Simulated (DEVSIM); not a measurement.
Structure: abrupt InP p-n junction, at 400 K.

| layer (left to right) | material | thickness (μm) | Nd (cm⁻³) | Na (cm⁻³) | τn (s) | τp (s) |
|---|---|---|---|---|---|---|
| 1 | InP | 0.460 | - | 3e17 | 1.7e-9 | 1.7e-8 |
| 2 | InP | 81.0 | 4.8e14 | - | 1.7e-8 | 1.7e-8 |

Left contact: ohmic. Right contact: ohmic. Voltage is applied to the left contact. Recombination: SRH at mid-gap. Mobility is μmin + (μ − μmin)/(1 + (N/Nref)^α).

The device is made up for the run: typed textbook-type constants, with dimensions and the other settings drawn at random. Values at 300 K; Nc and Nv go as T^1.5, mobilities as T to minus their exponent, the gap by Varshni's rule with the affinity fixed.

```
parameter              InP
----------------  --------
gap (eV)             1.344
affinity (eV)         4.38
permittivity          12.5
Nc (cm⁻³)           5.7e17
Nv (cm⁻³)           1.1e19
μn (cm²/Vs)           5200
μp (cm²/Vs)            170
μn,min                 400
μp,min                  10
Nref,n                3e17
Nref,p              4.9e17
αn                    0.47
αp                    0.62
T exponent of μn         2
T exponent of μp         2
Varshni α (eV/K)  0.000363
Varshni β (K)          162
```

DEVSIM, 1D drift-diffusion, Boltzmann statistics, complete ionisation; no tunnelling, impact ionisation, image-force lowering or self-heating.

Tabulate band edges, carrier densities and field at 1.0 V on the left contact.

Energies count from the Fermi level of the right contact; mesh points crowd at the junctions.

```
x (μm)   Ec (eV)  Ev (eV)  n (cm⁻³)  p (cm⁻³)  field (V/cm)
-------  -------  -------  --------  --------  ------------
0.000      0.172   -1.139      1500    3.0e17           ≈ 0
0.03098    0.172   -1.139    8.0e11    3.0e17           ≈ 0
0.1022     0.172   -1.139    2.6e12    3.0e17           ≈ 0
0.2481     0.172   -1.139    6.4e12    3.0e17           ≈ 0
0.4009     0.172   -1.139    1.0e13    3.0e17           -63
0.4484     0.162   -1.150    1.6e13    2.2e17        -12000
0.4736     0.103   -1.208    8.8e13    4.0e16        -19000
0.5539     0.028   -1.283    7.7e14    4.6e15         -4500
0.7252    -0.002   -1.313    1.8e15    1.8e15          -460
1.117     -0.003   -1.315    1.9e15    1.5e15            62
2.041      0.003   -1.309    1.6e15    1.2e15            65
5.675      0.025   -1.286    9.3e14    4.5e14            59
12.78      0.059   -1.252    5.3e14    4.6e13            37
29.50      0.110   -1.202    4.8e14    8.1e10            29
63.56      0.207   -1.104    4.8e14   1100000            29
73.88      0.237   -1.074    4.8e14    930000            29
78.25      0.250   -1.062    4.8e14    930000            29
80.17      0.255   -1.056    4.8e14    930000            29
81.06      0.258   -1.054    4.8e14    930000            29
81.31      0.258   -1.053    4.8e14    930000            29
81.41      0.259   -1.053    4.8e14    930000            29
81.46      0.259   -1.052    4.8e14    930000            29
```
